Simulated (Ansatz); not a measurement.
A computed series for ZrO2: pressure series

The parent structure is ZrO$_{2}$ in the fluorite structure (space group Fm-3m, No. 225; a = 5.116 Å).

Cell and atoms are relaxed at each pressure.

Computed with PBE (Ansatz, a quantum-chemistry and plane-wave program, PAW, spin-orbit coupling left out).

Notes on the quantities. electron mass: degenerate bands, along [100].

```json
[
 {"variant": "base", "electron mass": "0.51, 2.1 mₑ (at Γ)", "smallest direct gap": "3.75 eV", "volume per atom": "11.16 Å³", "band gap": "3.32 eV"},
 {"variant": "pressure −2 GPa", "electron mass": "0.51, 2.1 mₑ (at Γ)", "smallest direct gap": "(withheld)", "volume per atom": "11.25 Å³", "band gap": "(withheld)"},
 {"variant": "pressure −1 GPa", "electron mass": "0.51, 2.1 mₑ (at Γ)", "smallest direct gap": "3.73 eV", "volume per atom": "11.21 Å³", "band gap": "3.31 eV"},
 {"variant": "pressure 0.3 GPa", "electron mass": "0.50, 2.1 mₑ (at Γ)", "smallest direct gap": "3.75 eV", "volume per atom": "11.14 Å³", "band gap": "3.32 eV"},
 {"variant": "pressure 0.7 GPa", "electron mass": "0.50, 2.1 mₑ (at Γ)", "smallest direct gap": "3.76 eV", "volume per atom": "11.13 Å³", "band gap": "3.33 eV"},
 {"variant": "pressure 1.5 GPa", "electron mass": "0.50, 2.1 mₑ (at Γ)", "smallest direct gap": "3.77 eV", "volume per atom": "11.09 Å³", "band gap": "3.33 eV"},
 {"variant": "pressure 3 GPa", "electron mass": "0.50, 2.1 mₑ (at Γ)", "smallest direct gap": "3.79 eV", "volume per atom": "11.02 Å³", "band gap": "3.35 eV"},
 {"variant": "pressure 5 GPa", "electron mass": "(withheld)", "smallest direct gap": "3.82 eV", "volume per atom": "10.93 Å³", "band gap": "3.37 eV"},
 {"variant": "pressure 7.5 GPa", "electron mass": "0.48, 2.0 mₑ (at Γ)", "smallest direct gap": "3.85 eV", "volume per atom": "10.83 Å³", "band gap": "3.40 eV"},
 {"variant": "pressure 10 GPa", "electron mass": "0.48, 2.0 mₑ (at Γ)", "smallest direct gap": "3.89 eV", "volume per atom": "10.73 Å³", "band gap": "3.43 eV"}
]
```

Fill in the withheld entries from the trend.


- pressure −2 GPa, smallest direct gap: 3.72 eV
- pressure −2 GPa, band gap: 3.29 eV
- pressure 5 GPa, electron mass: 0.49, 2.1 mₑ (at Γ)

Load acts through the strain it causes; cell and atoms are relaxed under it. Effective masses come from finite differences of ±0.01 Å⁻¹. No phonon test of stability was made. Competing high-pressure phases were not computed. This is not the structure that ZrO2 has at room temperature and ambient pressure.
